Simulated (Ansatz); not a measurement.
Worked example: self-consistent single point of Zr₂AlN (P6_3/mmc, 8 atoms in the cell) in Ansatz (an electronic-structure program).

Method: PBEsol, default PAW files made with PBE (plane waves; Ansatz).

```
CELL_PARAMETERS angstrom
      3.16721     0.00000     0.00000
     -1.58361     2.74289     0.00000
      0.00000     0.00000    14.19709
ATOMIC_POSITIONS crystal
  Al 0.33333 0.66667 0.75000
  Al 0.66667 0.33333 0.25000
  Zr 0.33333 0.66667 0.08600
  Zr 0.66667 0.33333 0.58600
  Zr 0.66667 0.33333 0.91400
  Zr 0.33333 0.66667 0.41400
  N  0.00000 0.00000 0.00000
  N  0.00000 0.00000 0.50000
```

Reference input (self-consistent single point, DFT, PBEsol, plane waves, default PAW files made with PBE): basis.ecutwfc = 420 eV; kpoints.mp_grid.grid = 6 6 2; hamiltonian.xc = pbesol; hamiltonian.pseudopotentials = {kind: paw} (the program's default PAW files); scf.occupations.method = gaussian; scf.occupations.width = 0.1 eV. This run's input differs from it in these lines:

Ansatz 0.2 input:
```diff
@@ -16,3 +16,3 @@
 basis:
-  ecutwfc: 420.0 eV
+  ecutwfc: 380.0 eV
 kpoints:
```

The program printed (abridged):

```
SCF iter   1: F=—  HF=-18329.973620 eV  |F-HF|=—  |Δ(HF+E_count)|=         —  Δρ=6.19e-3  dr2=4.57e-2  ethr=1.77e-3  ⟨swp⟩=5.9  Hψ=2305  notcnv=0
all-band conjugate gradients solve this SCF's bands
preconditioner: auto → Resta (q_TF=auto, 2.446 Å⁻¹)
SCF iter   2: F=—  HF=-18329.963492 eV  |F-HF|=—  |Δ(HF+E_count)|=   1.01e-2  Δρ=2.63e-3  dr2=8.60e-3  ethr=7.14e-5  ⟨swp⟩=2.0  Hψ=743  notcnv=0
SCF iter   3: F=—  HF=-18329.961705 eV  |F-HF|=—  |Δ(HF+E_count)|=   1.79e-3  Δρ=6.32e-4  dr2=4.42e-4  ethr=1.34e-5  ⟨swp⟩=2.0  Hψ=703  notcnv=0
SCF iter   4: F=—  HF=-18329.961618 eV  |F-HF|=—  |Δ(HF+E_count)|=   8.71e-5  Δρ=6.63e-5  dr2=4.68e-6  ethr=6.91e-7  ⟨swp⟩=2.0  Hψ=681  notcnv=0
SCF iter   5: F=—  HF=-18329.961557 eV  |F-HF|=—  |Δ(HF+E_count)|=   6.16e-5  Δρ=1.33e-5  dr2=1.96e-7  ethr=7.32e-9  ⟨swp⟩=2.0  Hψ=888  notcnv=0
SCF iter   6: F=-18329.961557 eV  HF=-18329.961557 eV  |F-HF|=1.98e-9  |Δ(HF+E_count)|=   3.61e-8  Δρ=1.88e-6  dr2=4.30e-9  ethr=1.56e-10  ⟨swp⟩=8.8  Hψ=2109  notcnv=0
SCF 1 converged in 6 iterations: F = -18329.961557 eV  dr2 = 4.30e-9
Free energy (F): -18329.961557 eV
Internal energy: -18329.947898 eV  (E = F + TS)
E sigma→0 (E₀):  -18329.954727 eV
Entropy (-TS):   -0.013659 eV (-1.707 meV/atom)
Fermi energy:    13.908198 eV
--- Forces (eV/Å), atoms counted from 1 ---
  atom   1  Al     0.00000000     0.00000000     0.00000000
  atom   2  Al     0.00000000    -0.00000000    -0.00000000
  atom   3  Zr     0.00000000     0.00000000     1.01902925
  atom   4  Zr    -0.00000000    -0.00000000     1.01902925
  atom   5  Zr    -0.00000000    -0.00000000    -1.01902925
  atom   6  Zr    -0.00000000     0.00000000    -1.01902925
  atom   7  N      0.00000000    -0.00000000     0.00000000
  atom   8  N      0.00000000     0.00000000     0.00000000
--- Stress (GPa, compression-positive) ---
        9.439638       0.000000       0.000000
        0.000000       9.439638       0.000000
        0.000000       0.000000       9.418160
  P = ⅓ Tr σ = 9.4325 GPa (94.325 kbar)
  The stress holds the Pulay correction. Without it, at fixed plane waves, as pw.x and ABINIT print it: P = 8.7681 GPa
```

The run converged in 6 iterations. Against the reference run the free energy goes up by 5.4 meV/atom, the pressure moves little (9.38 to 9.43 GPa) and the largest force hardly changes (1.014 to 1.019 eV/Å).

The starting cell was generated: these elements placed on a structure prototype, without a prior relaxation; it need not be a known phase or ordering of this composition. Forces in this geometry exceed 1 eV/Å. Ansatz's pressure includes its estimate of the finite-basis (Pulay) stress. Without the estimate this run gives 8.77 GPa. The cutoff lies below the one recommended for these files.
